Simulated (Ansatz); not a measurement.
This Ansatz (a program for electronic structure) input is the reference run, BaTiO₃ in the cubic perovskite structure (space group Pm-3m, No. 221), computed with PBEsol (Ansatz), without spin-orbit coupling:

Ansatz 0.2 input:
```yaml
crystal:
  lattice:
    - [3.9698809835, 0, 0]
    - [0, 3.9698809835, 0]
    - [0, 0, 3.9698809835]
  atoms:
    - { symbol: Ba, position: [0, 0, 0] }
    - { symbol: Ti, position: [0.5, 0.5, 0.5] }
    - { symbol: O, position: [0.5, 0, 0.5] }
    - { symbol: O, position: [0, 0.5, 0.5] }
    - { symbol: O, position: [0.5, 0.5, 0] }
basis: { ecutwfc: 420, ecutrho_ratio: 4, xc_grid: 2, fft_grid_basis: typed }
kpoints: { mp_grid: { grid: [8, 8, 8] } }
hamiltonian:
  xc: pbesol
  dispersion: none
  pseudopotentials: { kind: paw }
scf: { occupations: { method: fermi_dirac, width: 0.05 }, convergence: { dr2_threshold: 0.0000000005 } }
output: { forces: true, stress: true }
checkpoint: { write: state.ck, write_every: 1000 }
```

### Question
Write the input for this change: biaxial strain −1.50 %, plane normal [111], relaxed out of plane (Cartesian); in-plane vectors clamped, the third vector and the atoms free.

### Answer
Ansatz 0.2 input:
```yaml
crystal:
  lattice:
    - [5.530045635, 0, 0]
    - [2.7650228175, 4.789160004, 0]
    - [2.7650228175, -1.596386668, 2.3092019434]
  atoms:
    - { symbol: Ba, position: [0, 0, 0] }
    - { symbol: Ti, position: [0, 0.5, 0.5] }
    - { symbol: O, position: [0.5, 0, 0] }
    - { symbol: O, position: [0, 0.5, 0] }
    - { symbol: O, position: [0.5, 0.5, 0] }
basis: { ecutwfc: 420, ecutrho_ratio: 4, xc_grid: 2, fft_grid_basis: typed }
kpoints: { mp_grid: { grid: [8, 8, 8] } }
hamiltonian:
  xc: pbesol
  dispersion: none
  pseudopotentials: { kind: paw }
scf: { occupations: { method: fermi_dirac, width: 0.05 } }
relax: { f_tol: 0.005, max_steps: 50, cell: { stress_tol: 0.01, fix: [a, b, gamma] } }
output: { forces: true, stress: true }
checkpoint: { write: state.ck, write_every: 1000 }
```
This is the input that was run; other choices of cell and start would serve too.

Whether these cells are dynamically stable was not tested. The final runs are not spin-polarised. Many cubic perovskites are stable only at high temperature; tilts and polar distortions were not tested. This is not the structure that BaTiO3 has at room temperature and ambient pressure.
